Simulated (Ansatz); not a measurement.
## Hypothetical diamond Pd: response to strain

Start from Pd in the diamond structure (space group Fd-3m, No. 227; a hypothetical phase, not in the database extracts checked; relaxed with 0.1 eV smearing).

```yaml
crystal:
  lattice:
    - [0.00000, 2.90619, 2.90619]
    - [2.90619, 0.00000, 2.90619]
    - [2.90619, 2.90619, 0.00000]
  atoms:
    - { symbol: Pd, position: [0.75000, 0.75000, 0.75000] }
    - { symbol: Pd, position: [0.50000, 0.50000, 0.50000] }
```

Cartesian axes are those of the cell as printed.

Strains are applied to the cell and any free atomic positions relax; under biaxial strain the out-of-plane vector relaxes too.

The values are results of PBE (Ansatz, a quantum-chemistry and plane-wave program; PAW; 420 eV plane waves; no SOC), not measurements.

Notes on the quantities. in-plane stress: mean in-plane stress (compression positive); energy relative to the base: free energy F.

```tsv
case	out-of-plane strain	in-plane stress	energy relative to the base
base	–	–	0 meV/atom
biaxial strain +2.14 %, plane normal [001], relaxed out of plane	-8.05 %	+3.5 GPa	-10 meV/atom
biaxial strain −0.79 %, plane normal [110], relaxed out of plane	+2.63 %	-1.1 GPa	-1.5 meV/atom
biaxial strain −2.52 %, plane normal [111], relaxed out of plane	+7.10 %	-3.1 GPa	-14 meV/atom
biaxial strain −1.04 %, plane normal [111], relaxed out of plane	+3.42 %	-1.5 GPa	-2.7 meV/atom
isotropic strain +2.50 %	–	–	+25 meV/atom
```

Stability against distortions was not tested. The final runs are not spin-polarised. Under biaxial strain +2.14 %, plane normal [001], relaxed out of plane, biaxial strain −0.79 %, plane normal [110], relaxed out of plane and biaxial strain −2.52 %, plane normal [111], relaxed out of plane and more the cell ends below the base's energy or with stress of the wrong sign: the atoms slid into a distortion or the cell is elastically unstable, so the base is not a stable minimum at this level. Pd lies near a magnetic instability that expansion can trigger; it was not tested. Pd has a high density of states at the Fermi level and may be magnetic at this level.
